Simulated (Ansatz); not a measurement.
## Response to strain in SiC

Consider SiC in the zinc blende structure (space group F-43m, No. 216; a = 4.356 Å). Axes: x, y, z lie along the cube axes.

Strains are applied to the cell and any free atomic positions relax.

All numbers come from Ansatz (a program for electronic structure) r2SCAN, scalar-relativistic without spin-orbit coupling.

Notes on the quantities. energy relative to the base: free energy F.

```tsv
case	electron mass	energy relative to the base	band gap
base	0.64 mₑ along k, 0.23 mₑ across (at X)	0 meV/atom	1.71 eV
uniaxial strain ε_zz = −3.00 %	0.60 mₑ along k, 0.23 mₑ across (at X)	+12 meV/atom	1.36 eV
uniaxial strain ε_zz = −2.50 %	0.60 mₑ along k, 0.23 mₑ across (at X)	+8.4 meV/atom	1.42 eV
uniaxial strain ε_zz = −2.00 %	0.61 mₑ along k, 0.23 mₑ across (at X)	+5.4 meV/atom	…
uniaxial strain ε_zz = −1.50 %	0.63 mₑ along k, 0.23 mₑ across (at X)	+3.0 meV/atom	1.54 eV
uniaxial strain ε_zz = −1.00 %	0.63 mₑ along k, 0.23 mₑ across (at X)	…	1.60 eV
uniaxial strain ε_zz = −0.50 %	0.63 mₑ along k, 0.23 mₑ across (at X)	…	1.66 eV
```

Task: Some entries are withheld; estimate them.

Result: 
- uniaxial strain ε_zz = −2.00 %, band gap: 1.48 eV
- uniaxial strain ε_zz = −1.00 %, energy relative to the base: +1.3 meV/atom
- uniaxial strain ε_zz = −0.50 %, energy relative to the base: +0.3 meV/atom

Effective masses come from finite differences of ±0.01 Å⁻¹. Along k means along the line from Γ to the band edge. Stability against distortions was not tested.
